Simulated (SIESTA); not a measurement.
SIESTA run on Al₂Au (Fm-3m, 3 atoms in the cell): self-consistent single point.

Computed with GGA PBEsol, numerical atomic orbitals TZP, PseudoDojo PBEsol standard norm-conserving potentials (rewritten from UPF to PSML) (SIESTA).

```xyz
3
Lattice="0.0000 3.0432 3.0432 3.0432 0.0000 3.0432 3.0432 3.0432 0.0000" Properties=species:S:1:pos:R:3 pbc="T T T"
Al     1.5216     1.5216     1.5216
Al     4.5648     4.5648     4.5648
Au     0.0000     0.0000     0.0000
```

Reference input (self-consistent single point, DFT, GGA PBE, numerical atomic orbitals TZP, PseudoDojo PBE standard norm-conserving potentials (rewritten from UPF to PSML)): XC.functional = GGA; XC.authors = PBE; potentials = PseudoDojo PBE standard; PAO.BasisSize = TZP; PAO.EnergyShift = 0.005 Ry; MeshCutoff = 350 Ry; kgrid.MonkhorstPack = 9 9 9; OccupationFunction = FD; ElectronicTemperature = 100 meV; MaxSCFIterations = 150; SCF.Mixer.Method = Broyden; SCF.Mixer.Weight = 0.2. This run's input differs from it in these lines:

```diff
@@ -1,2 +1,2 @@
-# files in the folder: Al.psml Au.psml (PseudoDojo PBE standard)
+# files in the folder: Al.psml Au.psml (PseudoDojo PBEsol standard)
 SystemName  Al2Au
@@ -24,3 +24,3 @@
 XC.functional                GGA
-XC.authors                   PBE
+XC.authors                   PBEsol
 PAO.BasisSize                TZP
```

The program printed (abridged):

```
        iscf     Eharris(eV)        E_KS(eV)     FreeEng(eV)     dDmax    Ef(eV) dHmax(eV)
   scf:    1    -4064.155321    -4119.384063    -4119.419925  1.692934 -3.333946 27.090259
   scf:    2    -4146.319506    -4137.742674    -4137.776478  0.472236 -3.944863  4.845943
   scf:    3    -4138.504035    -4138.246625    -4138.280136  0.100858 -4.033232  0.966437
   scf:    4    -4138.175393    -4138.240993    -4138.274516  0.055015 -4.087629  1.068318
   scf:    5    -4138.282844    -4138.268302    -4138.301975  0.027411 -4.074673  0.212190
   [... 2 lines left out ...]
   scf:    8    -4138.269447    -4138.269226    -4138.302941  0.001539 -4.071874  0.055463
   scf:    9    -4138.269347    -4138.269296    -4138.303007  0.000781 -4.072608  0.023491
   scf:   10    -4138.269322    -4138.269313    -4138.303021  0.000493 -4.073040  0.003231
   scf:   11    -4138.269314    -4138.269313    -4138.303021  0.000075 -4.073132  0.000192
SCF Convergence by DM+H criterion
max |DM_out - DM_in|         :     0.0000752926
max |H_out - H_in|      (eV) :     0.0001922650
SCF cycle converged after 11 iterations

Using DM_out to compute the final energy and forces

siesta: E_KS(eV) =            -4138.2693

siesta: E_KS - E_eggbox =     -4138.2693

siesta: Atomic forces (eV/Ang):
     1   -0.000046   -0.000046   -0.000046
     2    0.000046    0.000046    0.000046
     3    0.000000    0.000000    0.000000
   Tot    0.000000    0.000000    0.000000
   Max    0.000046
   Res    0.000038    sqrt( Sum f_i^2 / 3N )
   Max    0.000046    constrained

Stress tensor Voigt[x,y,z,yz,xz,xy] (kbar):       41.02       41.02       41.02       -0.03       -0.03       -0.03
(Free)E + p*V (eV/cell)    -4139.7462
Target enthalpy (eV/cell)    -4138.3030

   [... lines left out ...]
siesta: FreeEng =     -4138.303021
siesta: Cell volume =         56.364720 Ang**3
siesta:         -41.02120556        -41.02518401  kBar
   [... lines left out ...]
              0.428   0.428   1.500   1.500   1.682   1.500   1.682   0.051

              0.051   0.056   0.051   0.056   0.257   0.257   0.152   0.257

              0.152

mulliken: Qtot =       25.000

Mulliken Atomic Populations:
Atom #   charge [q] valence [e]  Species
     1    -0.246325    3.246325  Al
     2    -0.246325    3.246325  Al
     3     0.492650   18.507350  Au
 Total     0.000000
```

The run converged in 11 iterations. Against the reference run the pressure goes from -1.20 to -4.10 GPa.

The starting cell comes from a database of computed structures (which also holds hypothetical and non-ambient phases and stackings), without a prior relaxation at this level. Its lattice was rescaled by a random factor within 2.5 % of one. Values carry the incompleteness of an atom-centred basis. With a pressure of about -4 GPa the cell is away from its equilibrium volume at this level.

Cost on one core of a shared machine: roughly 50 s.
